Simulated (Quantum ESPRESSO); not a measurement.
## Quick settings and what they miss: YbSi2 (P6/mmm, 3 atoms in the cell)

Self-consistent single point.

```xyz
3
Lattice="4.0838 0.0000 0.0000 -2.0419 3.5366 0.0000 0.0000 0.0000 4.1101" Properties=species:S:1:pos:R:3 pbc="T T T"
Yb     0.0000     0.0000     0.0000
Si     2.0419     1.1789     2.0550
Si     0.0000     2.3578     2.0550
```

Computed with PBEsol, SSSP 1.1.2 efficiency (PBE) pseudopotentials (plane waves; Quantum ESPRESSO).

Base settings: ecutwfc = 50 Ry; ecutrho = 400 Ry; occupations = smearing; smearing = cold; degauss = 0.0099958 Ry; input_dft = pbesol; potentials = {Yb: Yb.GGA-PBE-paw-v1.0.UPF, Si: Si.pbe-n-rrkjus_psl.1.0.0.UPF}; K_POINTS = automatic 8 8 7 0 0 0; conv_thr = 1e-09 Ry; mixing_beta = 0.3.

Tight run (finer mesh or higher cutoff; not a proven limit): ecutwfc: 50 Ry → 70 Ry; ecutrho: 400 Ry → 560 Ry; conv_thr: 1e-09 Ry → 7.3e-11 Ry; K_POINTS: automatic 8 8 7 0 0 0 → automatic 11 11 10 0 0 0. It gave Fermi level (on the code's own zero) 11.80 eV; pressure -6.58 GPa.

Quick runs, as changes from the base:
- A: the base itself
- B: smearing: cold → fd; degauss: 0.0099958 Ry → 0.036749 Ry; input_dft: pbesol → pz; K_POINTS: automatic 8 8 7 0 0 0 → automatic 4 4 4 0 0 0 [LDA (PZ)]
- C: ecutwfc: 50 Ry → 35 Ry; ecutrho: 400 Ry → 280 Ry; smearing: cold → fd; input_dft: pbesol → pz; K_POINTS: automatic 8 8 7 0 0 0 → automatic 4 4 4 1 1 1 [LDA (PZ)]
- D: ecutwfc: 50 Ry → 30 Ry; ecutrho: 400 Ry → 240 Ry; conv_thr: 1e-09 Ry → 7.3e-05 Ry; K_POINTS: automatic 8 8 7 0 0 0 → automatic 6 6 6 0 0 0

Energies are extrapolated to zero smearing width, which holds to low order in the width alone (under cold and Methfessel-Paxton smearing the free energy itself is taken).

Dashes: energy of B, C, another energy zero; pressure of D, not trusted under this conv_thr with d or f elements.

† marks runs with another functional, U, potentials or spin treatment: their distance from the tight run is not a convergence error alone.

The count of work is k-points × plane waves × bands × iterations; it is no time. Core times come from one kind of shared machine and are given to one figure; runs under 30 s give none.

The starting cell comes from a database of computed structures (which also holds hypothetical and non-ambient phases and stackings), without a prior relaxation at this level. Its lattice was rescaled by a random factor within 2.5 % of one. Spin polarisation is off. In the base run, with a pressure of about -7 GPa the cell is away from its equilibrium volume at this level.

| run | energy less tight (meV/atom) | pressure less tight (GPa) | count of work / tight | core time / tight (rough) |
|---|---|---|---|---|
| A | -1.3 | -0.06 | 0.24 | 0.3 |
| B† | – | 0.95 | 0.061 | 0.2 |
| C† | – | -2.07 | 0.069 | 0.2 |
| D | 24.5 | – | 0.031 | 0.08 |

Among the runs at the tight run's level, the energy misses run from 1.3 to 24.5 meV/atom.

Left out of this page: 2 runs of the series unsound by tests on forces, stress, charge or solver warnings.
